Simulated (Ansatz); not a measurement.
The starting structures come from a database of crystals and need not be the phases stable at ambient conditions.

 Where the default PAW files enter, the runs use the earlier of Ansatz's two default sets.

Data:

```yaml
crystal:
  lattice:
    - [3.98333, 0.00000, 0.00000]
    - [0.00000, 5.72519, 0.00000]
    - [0.00000, 2.86259, 2.87534]
  atoms:
    - { symbol: Ba, position: [0.00000, 0.99659, 0.00682] }
    - { symbol: Ti, position: [0.50000, 0.48150, 0.03700] }
    - { symbol: O, position: [0.50000, 0.02157, 0.46978] }
    - { symbol: O, position: [0.50000, 0.50865, 0.46978] }
    - { symbol: O, position: [0.00000, 0.51180, 0.97640] }
```

Space group of this cell: Amm2. The cell is taken as given; by r2SCAN its mean pressure is -1.8 GPa.

Calculation: r2SCAN (plane waves, PAW; Ansatz, a first-principles code).

The current runs along the normal of the first two printed vectors; no spin-orbit coupling. Scaled by the factor s: the length along the current (ions clamped). The meshes follow the cell: 8×12×12 and 8×6 across at s = 0.97, 8×10×10 and 8×6 across at s = 1.00, 8×10×10 and 8×6 across at s = 1.03.

```csv
s,mean pressure (GPa),band gap (eV)
0.97,3.6,2.66
1.00,-1.8,2.56
1.03,-6.2,?
```

Problem. Take the slope of the band gap against ln s from the two given rows, extrapolate to s = 1.03, and say what the run there gives.

Solution. Slope = (2.66 − 2.56) / ln 0.97 = -3.28 eV. The line gives 2.56 + (-3.28) × ln 1.03 = 2.46 eV. The run gives 2.43 eV, 0.03 eV under the line, 34 % of the predicted step.
